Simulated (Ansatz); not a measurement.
# HgTe: pressure series

The reference is HgTe in the zinc blende structure (space group F-43m, No. 216; a = 6.510 Å).

Cell and atoms are relaxed at each pressure.

Method: PBEsol/PAW in Ansatz (a program for electronic structure), without spin-orbit coupling.

```
P (GPa)  V (Å³/atom)
-------  -----------
-2.02         36.443
-1.00         35.372
0.90          33.790
2.10          32.983
4.52          31.642
9.00          29.781
15.00         27.995
22.50         26.369
30.00         25.131
```

Problem. Fit a third-order Birch–Murnaghan equation of state.

Solution. Least squares on P(V) = (3B₀/2)[(V₀/V)^(7/3) − (V₀/V)^(5/3)]·[1 + (3/4)(B₀′ − 4)((V₀/V)^(2/3) − 1)] gives V₀ = 34.49 Å³/atom, B₀ = 42 GPa and B₀′ = 5.1.

Measured bulk modulus of HgTe: 42.3 GPa (temperature not stated; as listed in Cormac Toher et al., Physical Review Materials (2017)); the computed value is for a static lattice, so the two differ by thermal effects too.

The mesh was chosen for an insulator and is coarse for the gapless case. Load acts through the strain it causes; cell and atoms are relaxed under it. Stability against distortions was not tested. Tetrahedral semiconductors of this kind turn to denser phases somewhere between about 1 and 50 GPa; those were not computed, so compressed cells here can lie past the real transition. The final runs are not spin-polarised.
